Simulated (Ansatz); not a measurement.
Consider CsPbCl3 in the cubic perovskite structure (space group Pm-3m, No. 221; a = 5.6188 Å). Axes: x, y, z lie along the cube axes.

Perturbation: biaxial strain −0.53 %, plane normal [111], relaxed out of plane (Cartesian); in-plane vectors clamped, the third vector and the atoms free.

Method: PBEsol (Ansatz, a first-principles code; PAW; 420 eV plane waves; scalar-relativistic without spin-orbit coupling).

Give the band edges at the high-symmetry points of the new zone, measured from its valence-band maximum.


```
point  valence edge (eV)  conduction edge (eV)
-----  -----------------  --------------------
Γ                  -2.49                  3.23
T                   0.00                  1.80
H₂                  0.00                  1.80
H₀                  0.00                  1.80
L                  -1.68                  2.93
S₀                 -0.81                  2.40
S₂                 -0.81                  2.40
F                  -0.81                  2.40
```

The gap is 1.80 eV, direct at T.

Spin-orbit coupling, missing from the scalar runs, can matter with Pb. Whether these cells are dynamically stable was not tested. Many cubic perovskites are stable only at high temperature; tilts and polar distortions were not tested. This is not the structure that CsPbCl3 has at room temperature and ambient pressure. k-point labels follow each cell's own Brillouin zone.
